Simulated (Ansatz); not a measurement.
Consider BAs in the zinc blende structure (space group F-43m, No. 216; a = 4.7839 Å). Axes: x, y, z lie along the cube axes.

All numbers come from r2SCAN/PAW in Ansatz (an electronic-structure program), scalar-relativistic without spin-orbit coupling.

Now apply this change: every lattice vector is stretched by 2.00 %, atoms relaxed at fixed cell.

Task: Predict the stress tensor and what it implies for the stiffness.

Result: Stress of the strained cell less that of the base (GPa, compression positive):
```
  -7.41    0.00    0.00
   0.00   -7.41    0.00
   0.00    0.00   -7.41
```

Then B = −ΔP/(ΔV/V₀) with ΔV/V₀ = 0.0612 gives secant stiffness values (nonlinear terms included at this strain): B ≈ 121 GPa.

As a check, the harmonic strain energy −½ V₀ Δσ:ε is 19 meV/atom; the computed energy rise is 20 meV/atom.

No phonon test of stability was made.
